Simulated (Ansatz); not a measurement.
# Pressure series in Si

Start from Si in the diamond structure (space group Fd-3m, No. 227; a = 5.470 Å).

Cell and atoms are relaxed at each pressure.

All numbers come from PBE (Ansatz, a program for electronic structure, PAW, scalar-relativistic without spin-orbit coupling).

Candidates:
(a) pressure 15 GPa
(b) pressure −2 GPa
(c) pressure 30 GPa

For the base:

The band gap comes out as 0.61 eV.

### Question
Order them by band gap, highest first.

### Answer
(b) pressure −2 GPa (0.65 eV), (a) pressure 15 GPa (0.36 eV), (c) pressure 30 GPa (0.15 eV)

Load acts through the strain it causes; cell and atoms are relaxed under it. Whether these cells are dynamically stable was not tested. Measured, Si leaves this structure (for the β-tin structure) near 12 GPa (room temperature; as listed in arXiv:1906.07825). A zero or small gap of Si under pressure 30 GPa can be the functional's error rather than a property of the material.
